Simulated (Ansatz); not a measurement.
A computed series for CaPb: response to strain

The parent structure is CaPb (space group P4/mmm, No. 123; a cell from a computed database, its experimental status unchecked).

```xyz
2
Lattice="3.5807 0.0000 0.0000 0.0000 3.5807 0.0000 0.0000 0.0000 4.5879" Properties=species:S:1:pos:R:3 pbc="T T T"
Ca     0.0000     0.0000     0.0000
Pb     1.7903     1.7903     2.2940
```

Cartesian axes are those of the cell as printed.

Strains are applied to the cell and any free atomic positions relax; under biaxial strain the out-of-plane vector relaxes too; under stress the whole cell relaxes.

Method: DFT with r2SCAN, PAW potentials and a 500 eV plane-wave cutoff in Ansatz (a quantum-chemistry and plane-wave program), no spin-orbit coupling.

Notes on the quantities. pressure: mean of the normal stresses, compression positive.

```json
[
 {"change": "base", "pressure": "0.0 GPa", "volume per atom": "29.41 Å³"},
 {"change": "biaxial strain −4.58 %, plane normal [001], relaxed out of plane", "pressure": "3.2 GPa", "volume per atom": "27.31 Å³"},
 {"change": "biaxial strain −1.53 %, plane normal [001], relaxed out of plane", "pressure": "0.9 GPa", "volume per atom": "28.70 Å³"},
 {"change": "biaxial strain +1.05 %, plane normal [001], relaxed out of plane", "pressure": "-0.5 GPa", "volume per atom": "29.88 Å³"},
 {"change": "biaxial strain +1.06 %, plane normal [001], relaxed out of plane", "pressure": "-0.5 GPa", "volume per atom": "29.89 Å³"},
 {"change": "isotropic strain −5.49 %", "pressure": "9.7 GPa", "volume per atom": "24.83 Å³"},
 {"change": "isotropic strain −4.75 %", "pressure": "7.9 GPa", "volume per atom": "25.42 Å³"},
 {"change": "uniaxial strain ε_xx = −2.61 %", "pressure": "1.1 GPa", "volume per atom": "28.64 Å³"},
 {"change": "tensor shear ε_yz = −1.75 %", "pressure": "0.1 GPa", "volume per atom": "29.40 Å³"},
 {"change": "uniaxial stress, 1 GPa compression along x", "pressure": "–", "volume per atom": "…"}
]
```

Q: Some entries are withheld; estimate them.

A: 
- uniaxial stress, 1 GPa compression along x, volume per atom: 29.15 Å³

Without a gap, meshes like the base's 13×13×10 leave anisotropic stresses uncertain by several tenths of a GPa, and small strain energies with them. Beyond what the load breaks, stability against distortions was not tested.
